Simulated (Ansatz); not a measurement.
Amorphous In24O37Zn, 62 atoms at 6.47 g/cm³, one PBE-relaxed geometry, zone centre. Methods: PBE, scalar-relativistic without spin-orbit coupling (Ansatz, an electronic-structure program); r2SCAN, scalar-relativistic without spin-orbit coupling (Ansatz); HSE06, scalar-relativistic without spin-orbit coupling (Ansatz). Plane waves to 420 eV (r2SCAN 500 eV); exact exchange is cut at the cell's faces. At PBE the levels at the filled edge of the gap are localised (band-tail or defect states). All rungs ran without spin polarisation.

Preparation: random packing, a CHGNet melt and quench, and a DFT relaxation. O atoms were pushed apart under 1.9 Å during the dynamics, to hinder bonds among them. The hot cell started wider than the set density and was brought back towards it in steps. It is the lowest in DFT energy of 2 quenches. It is a model cell: composition and starting density were chosen by hand, and all elements were melted together. No dispersion term was used. Its density started from a set value of 6.47 and ended at 6.47 g/cm³. The simulated quench (nominally 330 K/ps over its main leg) is rapid and tends to freeze in more defects than a deposited or slowly cooled glass has. One small periodic cell is one sample of the glass; other quenches scatter about these values. The volume was held where the preparation left it and the shape relaxed, at a PBE pressure of 1.0 GPa. Stress components on the final sampling reach 1.1 GPa.

The relaxation ran on the zone centre alone. At PBE the level gap is 0.45 eV on a 2×2×2 Γ-centred mesh, and the spacing at the zone centre alone 0.45 eV.

What zone-centre spacing does r2SCAN give, roughly?

0.89 eV (+0.44 eV against PBE).

What zone-centre spacing does HSE06 give, roughly?

1.85 eV (+1.40 eV against PBE).

The highest filled and the lowest empty state spread over these numbers of atoms (participation numbers): PBE: 8.4 and 56.3; r2SCAN: 9.7 and 54.0; HSE06: 13.2 and 53.7.
